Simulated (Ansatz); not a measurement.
CdSe under load (space group P6_3mc), Ansatz (a quantum-chemistry and plane-wave program) with r2SCAN with spin-orbit coupling, rigid bands. Condition of this run: hydrostatic pressure of -0.7 GPa (compression positive) (the target of the relaxation). Band gap 1.02 eV, N_c = 8.29e17 cm⁻³ and N_v = 2.35e19 cm⁻³ at 300 K, conductivity masses along y (a = (4.32, 0.00, 0.00) Å; b = (-2.16, 3.74, 0.00) Å; c = (0.00, 0.00, 7.05) Å) of 0.112 mₑ (electrons) and 0.894 mₑ (holes). Take k_BT = 0.02585 eV.

Q: What built-in voltage has an abrupt junction with N_A = 1e17 and N_D = 1e17 cm⁻³, all dopants ionised?

A: V_bi = E_g/e − (k_BT/e) ln(N_c N_v/(N_A N_D)) = 1.02 − 0.02585 × 7.57 = 0.82 V, for the computed gap.

Q: What thermal injection velocity √(2k_BT/πm) limits a ballistic channel along the direction named?

A: 1.61e7 cm/s for electrons and 5.69e6 cm/s for holes, a ratio of √(m_h/m_e) = 2.83, for dilute carriers.

Q: Find the intrinsic carrier density and the intrinsic Fermi level.

A: n_i = √(N_c N_v) exp(−E_g/2k_BT) = 4.41e18 × exp(−19.73) = 1.2e10 cm⁻³. The level lies (k_BT/2) ln(N_v/N_c) = 43 meV from mid-gap (positive towards the conduction band). Each 0.1 eV added to the gap lowers n_i by a factor of 6.9.

Rigid bands with the computed gap; masses take one relaxation time for all states. Geometry: cell and atoms relaxed with PBEsol.
